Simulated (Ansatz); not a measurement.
A computed series for Mg: pressure series

Base system: Mg (space group P6/mmm, No. 191; a = 5.0664 Å, c = 3.0787 Å; a model cell, its experimental status unchecked).

Cell and atoms are relaxed at each pressure.

Method: Ansatz (a quantum-chemistry and plane-wave program), PBEsol, PAW, cutoff 420 eV, no spin-orbit coupling.

Notes on the quantities. enthalpy: H = E + PV relative to the base's energy.

```tsv
change	density	enthalpy
base	1.77 g/cm³	–
pressure −2 GPa	1.66 g/cm³	-0.29 eV/atom
pressure −1 GPa	1.72 g/cm³	-0.14 eV/atom
pressure 0.3 GPa	1.78 g/cm³	+0.04 eV/atom
pressure 0.7 GPa	1.80 g/cm³	+0.10 eV/atom
pressure 1.5 GPa	1.84 g/cm³	+0.21 eV/atom
pressure 3 GPa	1.90 g/cm³	+0.41 eV/atom
pressure 5 GPa	1.98 g/cm³	+0.67 eV/atom
pressure 7.5 GPa	2.07 g/cm³	+0.98 eV/atom
pressure 10 GPa	2.15 g/cm³	+1.28 eV/atom
```

Load acts through the strain it causes; cell and atoms are relaxed under it. Stability against distortions was not tested. Competing high-pressure phases were not computed. This is not the structure that Mg has at room temperature and ambient pressure.
